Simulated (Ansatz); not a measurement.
# O on the 1x1 (101) surface of tetragonal HfO2 (a metastable polymorph) (cut with top plane O), one in a 2x1 cell, started at the site 'bridge Hf-O (span 2.0 Å)'

Host crystal: tetragonal HfO2, with a band gap (PBE, scalar-relativistic without spin-orbit coupling).

Level of theory: PBE (plane waves to 420 eV, PAW; Ansatz, a quantum-chemistry and plane-wave program).

Slab: 37 atoms, 7.6 Å thick at the start under the adsorbate (thin: gaps and levels are the slab's own); k 3x3x1, smearing 0.01 eV, dipole-corrected; 16 atoms held, the rest relaxed; no symmetry held; spin-polarised, ending with about 2.0 μB a cell; orders that need a larger cell were not tried, no spin-orbit, no U, no dispersion correction. At the end it is bonded to Hf. In PBE this state lies 1.66 eV over the lowest of the starts that converged ('top O #2', where the adsorbate paired with a surface O atom).

```
Quantity                                                                                                                                         Result
--------------------------------------------------------------------------------------  ---------------------------------------------------------------
adsorption energy against ½ O2(g)                                                                                                               1.90 eV
change of the step from the bottom to the top vacuum level, against the clean slab                                                              0.64 eV
energy released by relaxation                                                                                                                   0.68 eV
height of the binding atom over the mean of the host atoms within 0.3 Å of the top one                                                          1.297 Å
magnetic moment of the cell                                                                                                                     2.00 μB
nearest host atoms of the binding atom                                                                           Hf at 2.08 Å, O at 2.32 Å, O at 2.37 Å
largest move of a host atom                                                                                                                      0.14 Å
note                                                                                    in the relaxation the adsorbate left its starting site by 0.6 Å
```

A negative adsorption energy means that the adsorbate is more stable on the surface than in its reference.
